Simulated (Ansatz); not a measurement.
For HfSiO₄ (I4₁/amd, No. 141; start COD 9000852), LDA (PAW; Ansatz, an electronic-structure program) gives:

| Item | Result |
|---|---|
| lattice parameter a | 6.523 Å |
| c axis length | 5.922 Å |
| bulk modulus B0 | 244 GPa |
| cohesive energy | 8.23 eV/atom |
| band gap at the measured cell | 5.26 eV |

Task: What does r²SCAN (Ansatz, PAW) give for the same quantities?

Result: 
- lattice constant a: 6.582 Å (increases by 0.9 %)
- lattice parameter c: 5.971 Å (rises by 0.8 %)
- bulk modulus: 235 GPa (decreases by 3.7 %)
- cohesive energy: 7.18 eV/atom (drops by 1.05 eV/atom)
- band gap at the measured cell: 6.02 eV (rises by 0.76 eV)

Changes are worked out from the printed values.

Unless a cell is named, each level is at its own relaxed cell (LDA 10.50, r²SCAN 10.78 Å³/atom).

Levels without +SOC leave out spin–orbit coupling, which shifts energies and cells of such heavy elements.

Spin–orbit coupling is included only where a level's name says +SOC; with heavier elements it mostly lowers gaps and can invert bands. Density-functional gaps are differences of (generalised) Kohn–Sham levels.

Caveats: the bulk modulus is −V dP/dV from two relaxed cells at ±2 % in volume (LDA, r²SCAN); the relaxation could not lower the start's symmetry, so the cell can be a saddle point above a distorted one (LDA, r²SCAN). Ansatz's density-functional and Hartree–Fock values are scalar-relativistic unless marked +SOC, with PAW data made under PBE.
